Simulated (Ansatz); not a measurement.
Band structure of YScO₂ (R-3m, 4 atoms in the cell).

```
CELL_PARAMETERS angstrom
      1.79327     1.03535     6.13181
     -1.79327     1.03535     6.13181
      0.00000    -2.07070     6.13181
ATOMIC_POSITIONS crystal
  Y  0.50000 0.50000 0.50000
  Sc 0.00000 0.00000 0.00000
  O  0.10998 0.10998 0.10998
  O  0.89002 0.89002 0.89002
```

Method: PBEsol, PAW files made with PBE (plane waves; Ansatz, a quantum-chemistry and plane-wave program).

Settings: basis.ecutwfc = 30.9 Ry; kpoints.mp_grid.grid = 9 9 9; hamiltonian.xc = pbesol; hamiltonian.pseudopotentials = {kind: paw} (the program's default PAW files); scf.occupations.method = fermi_dirac; scf.occupations.width = 0.0073 Ry; kpoints.band_path.path = [[0.0, 0.0, 0.0], [0.5, 0.0, 0.0], [0.5, 0.18567323, -0.18567323]]; kpoints.band_path.npoints = 8.

The starting cell comes from a database of computed structures (which also holds hypothetical and non-ambient phases and stackings), without a prior relaxation at this level.

Levels in eV from the Fermi level, bands 14 to 20:
| point | 14 | 15 | 16 | 17 | 18 | 19 | 20 |
|---|---|---|---|---|---|---|---|
| Γ | -4.00 | -3.78 | -3.78 | -3.07 | 1.09 | 1.09 | 2.28 |
| L | -4.74 | -4.45 | -4.40 | -0.73 | 0.69 | 1.72 | 2.13 |
| B1 | -5.14 | -4.32 | -4.25 | -0.04 | 0.42 | 1.47 | 2.08 |

Bands cross the Fermi level along this path, so the cell is metallic at this level.

Keys are those of Ansatz 0.2.
